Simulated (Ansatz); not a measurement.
## Zr: pressure series

Base system: Zr (space group P6/mmm, No. 191; a = 4.973 Å, c = 3.111 Å; a cell from a computed database, its experimental status unchecked).

Cell and atoms are relaxed at each pressure.

All numbers come from plane-wave PAW DFT at the PBEsol level (Ansatz, a quantum-chemistry and plane-wave program, 420 eV), no SOC.

| pressure (GPa) | volume per atom (Å³/atom) |
|---|---|
| -2 | 22.657 |
| -1 | 22.423 |
| 0 | 22.204 |
| 0.3 | 22.136 |
| 0.7 | 22.051 |
| 1.5 | 21.887 |
| 5 | 21.217 |
| 7.5 | ? |
| 10 | 20.398 |

Q: Fit the third-order Birch–Murnaghan form P(V) = (3B₀/2)[(V₀/V)^(7/3) − (V₀/V)^(5/3)]·[1 + (3/4)(B₀′ − 4)((V₀/V)^(2/3) − 1)] (squares taken in P) to the rows shown and predict the withheld row.

A: Least squares on the printed values gives V₀ = 22.202 Å³/atom, B₀ = 102 GPa, B₀′ = 3.5; this predicts 20.791 Å³/atom, and the run gives 20.790 Å³/atom, in agreement.

Load acts through the strain it causes; cell and atoms are relaxed under it. Stability against distortions was not tested. Competing high-pressure phases were not computed. The base started in Ibam and relaxed to P6/mmm at this level. All final runs are without spin polarisation. This is not the structure that Zr has at room temperature and ambient pressure.
